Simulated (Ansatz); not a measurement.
Response to strain in WSe2

The reference is WSe$_{2}$ (space group P6_3/mmc, No. 194; layered, stacked along the Cartesian z axis).

Space group P6₃/mmc (No. 194); a = 3.2790 Å, b = 3.2790 Å, c = 12.7862 Å, α = 90.00°, β = 90.00°, γ = 120.00°

```json
[
 {"atom": "W", "site": "2c", "symmetry": "-6m2", "x": "0.3333", "y": "0.6667", "z": "0.2500"},
 {"atom": "Se", "site": "4f", "symmetry": "3m.", "x": "0.6667", "y": "0.3333", "z": "0.1183"}
]
```

Strains are applied to the cell and any free atomic positions relax.

Calculations: PBE-D3(BJ) (Ansatz, a quantum-chemistry and plane-wave program, PAW, spin-orbit coupling left out).

Notes on the quantities. energy relative to the base: free energy F.

```json
[
 {"isotropic strain (%)": "0", "energy relative to the base (meV/atom)": "0.0"},
 {"isotropic strain (%)": "0.6", "energy relative to the base (meV/atom)": "1.3"},
 {"isotropic strain (%)": "1.2", "energy relative to the base (meV/atom)": "5.1"},
 {"isotropic strain (%)": "1.8", "energy relative to the base (meV/atom)": "11.2"},
 {"isotropic strain (%)": "2.4", "energy relative to the base (meV/atom)": "?"},
 {"isotropic strain (%)": "3", "energy relative to the base (meV/atom)": "29.8"}
]
```

Task: Fit ΔE = Aε² + Bε³ (ε in %) to the rows shown and predict the withheld row.

Result: Least squares on the printed values gives A = 3.68 and B = -0.12 meV/atom (largest residual 0.0 meV/atom); this predicts 19.5 meV/atom, and the run gives 19.5 meV/atom, in agreement.

No phonon test of stability was made.
